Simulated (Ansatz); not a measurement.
Amorphous Ga24O39In2, 65 atoms at 5.05 g/cm³, one PBE-relaxed geometry, zone centre. Methods: PBE, scalar-relativistic without spin-orbit coupling (Ansatz, a program for electronic structure); r2SCAN, scalar-relativistic without spin-orbit coupling (Ansatz); HSE06, scalar-relativistic without spin-orbit coupling (Ansatz). Plane waves to 420 eV (r2SCAN 500 eV); exact exchange is cut at the cell's faces. At PBE the levels at the filled edge of the gap are localised (band-tail or defect states), and the nearest spread-out levels lie 1.7 eV apart at the zone centre. All rungs ran without spin polarisation.

It comes from a melt-quench run on a machine-learned potential (CHGNet), relaxed afterwards by DFT. O atoms were pushed apart under 1.9 Å during the dynamics, to hinder bonds among them. The hot cell started wider than the set density and was brought back towards it in steps. It is the lowest in DFT energy of 2 quenches. It is a model cell: composition and starting density were chosen by hand, and all elements were melted together. No dispersion term was used. Its density started from a set value of 5.14 and ended at 5.05 g/cm³. Cooling (nominally 280 K/ps over its main leg) ran many orders faster than in experiment, which tends to leave more defects and strain. Values belong to this one cell and scatter from quench to quench. Volume and shape were free in the relaxation.

The relaxation ran on the zone centre alone. At PBE the level gap is 1.33 eV on a 2×2×2 Γ-centred mesh, and the spacing at the zone centre alone 1.31 eV.

### Question
What zone-centre spacing does r2SCAN give, roughly?

### Answer
1.83 eV (+0.52 eV against PBE).

### Question
What zone-centre spacing does HSE06 give, roughly?

### Answer
2.95 eV (+1.64 eV against PBE).

The highest filled and the lowest empty state spread over these numbers of atoms (participation numbers): PBE: 3.9 and 58.1; r2SCAN: 4.0 and 57.3; HSE06: 4.1 and 56.9.
